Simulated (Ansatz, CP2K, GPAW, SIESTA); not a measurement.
**Code comparison for Cr3Ge (Pm-3n, 8 atoms in the cell)**

Self-consistent single point.

```
Cr3Ge
1.0
    4.54985     0.00000     0.00000
    0.00000     4.54985     0.00000
    0.00000     0.00000     4.54985
Cr Ge
6 2
Direct
  0.25000   0.00000   0.50000
  0.75000   0.00000   0.50000
  0.50000   0.75000   0.00000
  0.50000   0.25000   0.00000
  0.00000   0.50000   0.75000
  0.00000   0.50000   0.25000
  0.00000   0.00000   0.00000
  0.50000   0.50000   0.50000
```

Shared settings, as Ansatz (an electronic-structure program) writes them: kpoints.mp_grid.grid = 5 5 5; scf.occupations.method = gaussian; scf.occupations.width = 0.272 eV. Potentials and cutoffs stand in the table.

```tsv
code	model	pressure (GPa)	cutoff
SIESTA	LDA PW92, numerical atomic orbitals TZP, PseudoDojo LDA standard norm-conserving potentials (rewritten from UPF to PSML)	-11.44	grid 300 Ry
GPAW	LDA (Perdew-Wang 92), GPAW PAW datasets LDA (gpaw-data 1.0.1)	-10.56	850 eV
CP2K	LDA (Pade form), GPW, DZVP-MOLOPT-SR-GTH basis, GTH-PADE potentials (GTH_POTENTIALS)	-12.24	grid 600 Ry
Ansatz	LDA (PW92), PAW files made with PBE	-10.16	420 eV
```

On Ansatz's run: spin polarisation is off.

The spread over the programs that give each value: pressure within 2.08 GPa.

SIESTA and CP2K use small atom-centred bases, whose incompleteness enters pressures, forces and empty levels differently from a plane-wave cutoff. Ansatz's pressure is given at a fixed set of plane waves, as the other plane-wave codes print theirs; with its correction for the finite basis it is -10.08 GPa. In the pressure, SIESTA (by 1.08) and CP2K (by 1.88) lie more than 1 GPa from the median of the plane-wave programs.

The starting cell comes from a database of computed structures (which also holds hypothetical and non-ambient phases and stackings), without a prior relaxation at this level. Its lattice was rescaled by a random factor within 2.5 % of one.

Left out of this page: Elk and FLEUR (not drawn, or without a comparable value).

Keys are those of Ansatz 0.2.
